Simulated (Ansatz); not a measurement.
Amorphous Al$_{64}$O$_{94}$, 158 atoms at 2.81 g/cm³, one PBE-relaxed geometry, zone centre. Methods: PBE, scalar-relativistic without spin-orbit coupling (Ansatz, a first-principles code); r2SCAN, scalar-relativistic without spin-orbit coupling (Ansatz); HSE06, scalar-relativistic without spin-orbit coupling (Ansatz). Plane waves to 420 eV (r2SCAN 500 eV); exact exchange is cut at the cell's faces. The usual formal charges leave 4 electrons over, so the level spacing at the Fermi energy parts defect or band states and needn't be the band gap. At PBE the levels at the filled edge of the gap are localised (band-tail or defect states), and the nearest spread-out levels lie 4.4 eV apart at the zone centre. All rungs ran without spin polarisation.

It comes from a melt-quench run on a machine-learned potential (CHGNet), relaxed afterwards by DFT. O atoms were pushed apart under 1.9 Å during the dynamics, to hinder bonds among them. The hot cell started wider than the set density and was brought back towards it in steps. It is the lowest in DFT energy of 4 quenches. It is a model cell: composition and starting density were chosen by hand, and all elements were melted together. No dispersion term was used. Its density started from a set value of 2.77 and ended at 2.81 g/cm³. The simulated quench (nominally 190 K/ps over its main leg) is rapid and tends to freeze in more defects than a deposited or slowly cooled glass has. A cell of this size samples the disorder only roughly. Volume and shape were free in the relaxation. Stress components on the final sampling reach 1.4 GPa. Cycles of charging lowered its energy after that relaxation.

The relaxation ran on the zone centre alone. At PBE the level spacing at the Fermi energy is 1.33 eV on a 2×2×2 Γ-centred mesh, and the spacing at the zone centre alone 1.41 eV.

Problem. What zone-centre spacing does r2SCAN give, roughly?

Solution. 1.67 eV (+0.26 eV against PBE).

Problem. What zone-centre spacing does HSE06 give, roughly?

Solution. 2.29 eV (+0.88 eV against PBE).

The highest filled and the lowest empty state spread over these numbers of atoms (participation numbers): PBE: 8.4 and 126.2; r2SCAN: 7.6 and 126.1; HSE06: 7.3 and 127.6.
